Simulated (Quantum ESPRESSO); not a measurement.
Checking a run of Quantum ESPRESSO on TaCo (Pm-3m, 2 atoms in the cell). The aim is a self-consistent single point with DFT, LDA (PZ), plane waves, GBRV 1.5 ultrasoft (LDA) pseudopotentials.

Cell that was meant: a = 3.0684 Å, b = 3.0684 Å, c = 3.0684 Å, α = 90.00°, β = 90.00°, γ = 90.00°.

Part of the input:

```fortran
    occupations = 'smearing'
    smearing = 'marzari-vanderbilt'
    degauss = 0.0073499
    nbnd = 15
    nspin = 2
    starting_magnetization(2) = 0.176
/
```

Log, with long lists cut:

```
     G-vector sticks info
     --------------------
     sticks:   dense  smooth     PW     G-vecs:    dense   smooth      PW
   [... lines left out ...]
        k(    2) = (   0.0000000   0.0000000   0.0909091), wk =   0.0045079
        k(    3) = (   0.0000000   0.0000000   0.1818182), wk =   0.0045079
   [... 53 lines left out ...]

     Dense  grid:    26193 G-vectors     FFT dimensions: (  40,  40,  40)

     Smooth grid:     9315 G-vectors     FFT dimensions: (  27,  27,  27)

     Initial potential from superposition of free atoms

     starting charge      28.9991, renormalised to      30.0000

     negative rho (up, down):  4.818E-02 4.823E-02
     Self-consistent Calculation

     iteration #  1     ecut=    50.00 Ry     beta= 0.40

     negative rho (up, down):  4.829E-02 4.839E-02

     total energy              =    -434.02462196 Ry
     estimated scf accuracy    <      12.23525393 Ry

     total magnetization       =     0.00 Bohr mag/cell
     absolute magnetization    =     1.45 Bohr mag/cell

     iteration #  2     ecut=    50.00 Ry     beta= 0.40

     negative rho (up, down):  4.794E-02 4.803E-02

     total energy              =    -440.08424074 Ry
     estimated scf accuracy    <      23.30971506 Ry

   [... lines left out ...]

     total energy              =    -440.25213086 Ry
     estimated scf accuracy    <          1.3E-09 Ry

     total magnetization       =    -0.00 Bohr mag/cell
     absolute magnetization    =     0.00 Bohr mag/cell

     iteration # 61     ecut=    50.00 Ry     beta= 0.40
     c_bands:  1 eigenvalues not converged

     negative rho (up, down):  4.892E-02 4.892E-02

     Magnetic moment per site  (integrated on atomic sphere of radius R)
     atom   1 (R=0.357)  charge= 10.1175  magn=  0.0000
     atom   2 (R=0.357)  charge= 16.1140  magn= -0.0000
     End of self-consistent calculation

     Number of k-points >= 100: set verbosity='high' to print the bands.

     the Fermi energy is    19.9130 ev

!    total energy              =    -440.25213086 Ry
     estimated scf accuracy    <          9.9E-12 Ry
     smearing contrib. (-TS)   =       0.00000000 Ry
     internal energy E=F+TS    =    -440.25213086 Ry

     total magnetization       =     0.00 Bohr mag/cell
     absolute magnetization    =     0.00 Bohr mag/cell

     convergence has been achieved in  61 iterations

     negative rho (up, down):  4.892E-02 4.892E-02

     Forces acting on atoms (cartesian axes, Ry/au):

     atom    1 type  1   force =     0.00000000    0.00000000    0.00000000
   [... lines left out ...]
     Total force =     0.000000     Total SCF correction =     0.000000
   [... lines left out ...]

     negative rho (up, down):  4.892E-02 4.892E-02
          total   stress  (Ry/bohr**3)                   (kbar)     P=     -150.87
  -0.00102560   0.00000000   0.00000000         -150.87        0.00        0.00
   0.00000000  -0.00102560   0.00000000            0.00     -150.87        0.00
   0.00000000   0.00000000  -0.00102560            0.00        0.00     -150.87

   JOB DONE.
```

Q: Can these results be used? Check the input.

A: The run is not sound. The fault is too few bands. Each band holds two electrons without spin (one with spinors), and smearing needs some empty bands above the Fermi level. To fix it, raise the band count or leave it to the default. The run converged in 61 iterations without an error; against the sound input the free energy goes up by 138 meV/atom and the pressure goes from -16.99 to -15.09 GPa. The full log also holds: “c_bands:  1 eigenvalues not converged”.

The sound input it was made from differs as follows (other fixes are possible):
```diff
-    nbnd = 15
```

With that input, the run converged in 36 iterations: free energy E − TS -5990.2112 eV; Fermi level (on the code's own zero) 18.74 eV; pressure -16.99 GPa; size of the cell's spin moment 0.00 μB (DFT, LDA (PZ), plane waves, GBRV 1.5 ultrasoft (LDA) pseudopotentials).

On the sound input: the starting cell comes from a database of computed structures (which also holds hypothetical and non-ambient phases and stackings), without a prior relaxation at this level. Spin-orbit coupling is off. The starting moments vanished: the run ended non-magnetic, which need not be the lowest state. With a pressure of about -17 GPa the cell is away from its equilibrium volume at this level.
